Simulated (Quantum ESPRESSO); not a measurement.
Quantum ESPRESSO 7.5, DFT, PBE, plane waves, PseudoDojo 0.5 standard norm-conserving PBE (local tails restored to the Coulomb form): fcc Pd with a vacancy, atoms displaced (Pd7), unrelaxed at the host's lattice constant, 7 atoms. Basis and mesh were picked for this test and aren't claimed converged.

```
Quantity                                                Value
----------------------------  -------------------------------
cell                          5.50, 5.50, 5.50 Å; 60, 60, 60°
distance to the nearest atom                   2.55 to 2.67 Å
task                                                      scf
k mesh                                                  3×3×3
ecutwfc                                                 82 Ry
ecutrho                                                328 Ry
occupations                                          smearing
smearing                                                   mv
degauss                                               0.02 Ry
conv_thr                                             7e-09 Ry
tprnfor                                                  true
tstress                                                 false
k-point pools (-nk)                                         8
diagonalization                               david (default)
k-points computed                                          14
bands                                                      76
electrons                                                 126
G-vectors of the density                                79423
FFT grid                                             60×60×60
```

One run each.

All on 8 ranks. Base settings, kept where nothing else is said: mixing_mode = plain (default), mixing_beta = 0.7 (default), mixing_ndim = 8 (default). The settings tried:
- mixing_beta = 0.4
- mixing_mode = TF, mixing_beta = 0.2
- mixing_mode = TF, mixing_beta = 1
- mixing_mode = TF
- mixing_mode = local-TF, mixing_beta = 0.4
- mixing_beta = 0.1
- mixing_mode = TF, mixing_beta = 0.4
- the base settings
- mixing_mode = local-TF, mixing_beta = 0.1
- mixing_ndim = 16
- mixing_mode = TF, mixing_beta = 0.1
- mixing_ndim = 2
- mixing_mode = local-TF, mixing_beta = 0.2
- mixing_beta = 0.2
- mixing_beta = 1
- mixing_mode = local-TF
- mixing_ndim = 4

**Question.** Name the extremes by SCF iterations: fewest, most, and any that don't converge.

**Answer.** Fewest SCF iterations, with those close behind: mixing_mode = local-TF (10); mixing_mode = local-TF, mixing_beta = 0.4 (11). Most among those that reach the base run's result: mixing_mode = TF, mixing_beta = 0.1 (25). No count from: mixing_ndim = 2 (unfinished when stopped at the time that we allowed, after 76 SCF iterations). No convergence: mixing_ndim = 4 (not converged after the 100 iterations allowed).

```json
[
 {"setting": "mixing_mode = local-TF", "SCF iterations": "10", "end": "converged"},
 {"setting": "mixing_mode = local-TF, mixing_beta = 0.4", "SCF iterations": "11", "end": "converged"},
 {"setting": "mixing_beta = 0.2", "SCF iterations": "14", "end": "converged"},
 {"setting": "mixing_mode = TF, mixing_beta = 0.4", "SCF iterations": "14", "end": "converged"},
 {"setting": "mixing_mode = TF", "SCF iterations": "14", "end": "converged"},
 {"setting": "mixing_mode = TF, mixing_beta = 1", "SCF iterations": "14", "end": "converged"},
 {"setting": "mixing_beta = 0.1", "SCF iterations": "15", "end": "converged"},
 {"setting": "mixing_beta = 0.4", "SCF iterations": "15", "end": "converged"},
 {"setting": "mixing_mode = local-TF, mixing_beta = 0.2", "SCF iterations": "15", "end": "converged"},
 {"setting": "the base settings", "SCF iterations": "16", "end": "converged"},
 {"setting": "mixing_ndim = 16", "SCF iterations": "16", "end": "converged"},
 {"setting": "mixing_mode = local-TF, mixing_beta = 0.1", "SCF iterations": "17", "end": "converged"},
 {"setting": "mixing_beta = 1", "SCF iterations": "18", "end": "converged"},
 {"setting": "mixing_mode = TF, mixing_beta = 0.2", "SCF iterations": "18", "end": "converged"},
 {"setting": "mixing_mode = TF, mixing_beta = 0.1", "SCF iterations": "25", "end": "converged"},
 {"setting": "mixing_ndim = 4", "SCF iterations": "100", "end": "not converged"}
]
```
